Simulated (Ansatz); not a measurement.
## What biaxial strain −0.83 %, plane normal [111], relaxed out of plane does to Pt

Start from Pt in the fcc (Cu type) structure (space group Fm-3m, No. 225; a = 3.920 Å; relaxed with 0.1 eV smearing). Axes: x, y, z lie along the cube axes.

Now apply this change: compressive biaxial strain of 0.83 % in the plane normal to [111], as in epitaxy on a mismatched substrate; the out-of-plane cell vector and the atoms relax.

Method: PBEsol (Ansatz, a first-principles code), no SOC. Γ-centred 29×29×29 mesh, Fermi–Dirac width 0.1 eV.

```tsv
quantity	base	changed	shift
volume per atom	15.06 Å³	14.95 Å³	-0.11 Å³
space group	Fm-3m (No. 225)	R-3m (No. 166)	–
shortest interatomic distance	2.772 Å	2.749 Å	-0.023 Å
energy relative to the base (free energy F)	0 meV/atom	+2.5 meV/atom	+2.5 meV/atom
band gap	zero	zero	–
out-of-plane strain	–	+0.96 %	–
ratio −ε⊥/ε∥	–	1.15	–
mean in-plane stress (compression positive)	–	+3.3 GPa	–
```

Whether these cells are dynamically stable was not tested. All final runs are without spin polarisation.
